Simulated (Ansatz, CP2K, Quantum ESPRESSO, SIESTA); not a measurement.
# One structure in several programs: CsBS2 (P1, 8 atoms in the cell)

Self-consistent single point, at a second geometry (atoms moved at random). First geometry:

```yaml
crystal:
  lattice:
    - [-2.30512, 3.12859, 9.02219]
    - [2.30512, -3.12859, 9.02219]
    - [2.30512, 3.12859, -9.02219]
  atoms:
    - { symbol: Cs, position: [0.35893, 0.85893, 0.50000] }
    - { symbol: Cs, position: [0.64107, 0.14107, 0.50000] }
    - { symbol: B, position: [0.93248, 0.43248, 0.50000] }
    - { symbol: B, position: [0.06752, 0.56752, 0.50000] }
    - { symbol: S, position: [0.83534, 0.33534, 0.50000] }
    - { symbol: S, position: [0.16466, 0.66466, 0.50000] }
    - { symbol: S, position: [0.77009, 0.50000, 0.27009] }
    - { symbol: S, position: [0.22991, 0.50000, 0.72991] }
```

Second geometry:
```
CELL_PARAMETERS angstrom
     -2.30512     3.12859     9.02219
      2.30512    -3.12859     9.02219
      2.30512     3.12859    -9.02219
ATOMIC_POSITIONS crystal
  Cs 0.36466 0.86435 0.50730
  Cs 0.63947 0.13371 0.49389
  B  0.92517 0.43291 0.50052
  B  0.06040 0.55417 0.48172
  S  0.83926 0.35041 0.51262
  S  0.16529 0.65887 0.49575
  S  0.77725 0.51230 0.28510
  S  0.22850 0.49328 0.72311
```

Shared settings, as Ansatz (a quantum-chemistry and plane-wave program) writes them: kpoints.mp_grid.grid = 4 4 4; scf.occupations.method = fermi_dirac; scf.occupations.width = 0.02 eV. Potentials and cutoffs stand in the table.

```tsv
code	model	ΔF from the first geometry (meV/atom)	pressure (GPa)	largest force (eV/Å)	gap on the mesh (eV)	cutoff
Quantum ESPRESSO	PBEsol, GBRV 1.5 ultrasoft (PBESOL) pseudopotentials	31.6	-0.17	4.206	2.691	40 Ry
CP2K	PBEsol, GPW, DZVP-MOLOPT-SR-GTH basis, GTH-PBE potentials (GTH_POTENTIALS)	36.5	0.15	4.577	2.728	grid 500 Ry
Ansatz	PBEsol, PAW files made with PBE	31.5	-0.17	4.195	2.684	default
SIESTA	GGA PBEsol, numerical atomic orbitals DZP, PseudoDojo PBEsol standard norm-conserving potentials (rewritten from UPF to PSML)	41.9	0.34	4.866	2.945	grid 350 Ry
```

Size of the force on each atom (eV/Å): Sizes of forces hide their directions.

| code | Cs1 | Cs2 | B3 | B4 | S5 | S6 | S7 | S8 |
|---|---|---|---|---|---|---|---|---|
| Quantum ESPRESSO | 0.033 | 0.052 | 4.206 | 1.367 | 3.270 | 0.458 | 1.139 | 0.670 |
| CP2K | 0.049 | 0.065 | 4.577 | 1.386 | 3.700 | 0.270 | 1.284 | 0.584 |
| Ansatz | 0.033 | 0.052 | 4.195 | 1.367 | 3.258 | 0.461 | 1.134 | 0.675 |
| SIESTA | 0.029 | 0.026 | 4.866 | 1.479 | 4.245 | 0.126 | 1.540 | 0.410 |

Gaps are read on the mesh.

The spread over the programs that give each value: ΔF from the first geometry within 10.4 meV/atom; pressure within 0.51 GPa; largest force within 0.671 eV/Å; gap on the mesh within 0.261 eV.

CP2K and SIESTA use small atom-centred bases, whose incompleteness enters pressures, forces and empty levels differently from a plane-wave cutoff. Ansatz's pressure is given at a fixed set of plane waves, as the other plane-wave codes print theirs. In the gap, SIESTA (by 0.257) lies more than 0.12 eV from the median of the plane-wave programs. In the force vectors, CP2K (by 0.436) and SIESTA (by 0.982) lie more than 0.08 eV/Å from the median of the plane-wave programs.

The starting cell comes from a database of computed structures (which also holds hypothetical and non-ambient phases and stackings), without a prior relaxation at this level. Its lattice was rescaled by a random factor within 2.5 % of one. For this run, on top of that: atoms moved at random.

Keys are those of Ansatz 0.2.
